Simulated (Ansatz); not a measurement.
**Effect of isotropic strain −2.40 % on ScAl3**

Take ScAl$_{3}$ in the Cu3Au type structure (space group Pm-3m, No. 221; a = 4.072 Å; relaxed with 0.1 eV smearing) as the base.

The change: every lattice vector is shortened by 2.40 %, atoms relaxed at fixed cell.

All numbers come from PBEsol (Ansatz, a first-principles code, PAW, no spin-orbit coupling). k-mesh 14×14×14 (Γ-centred); smearing 0.1 eV (Fermi–Dirac).

```tsv
quantity	base	changed	shift
volume per atom	16.89 Å³	15.70 Å³	-1.19 Å³
space group	Pm-3m (No. 221)	Pm-3m (No. 221)	–
shortest interatomic distance	2.880 Å	2.811 Å	-0.069 Å
energy relative to the base (free energy F)	0 meV/atom	+27 meV/atom	+27 meV/atom
band gap	zero	zero	–
```

No phonon test of stability was made. All final runs are without spin polarisation.
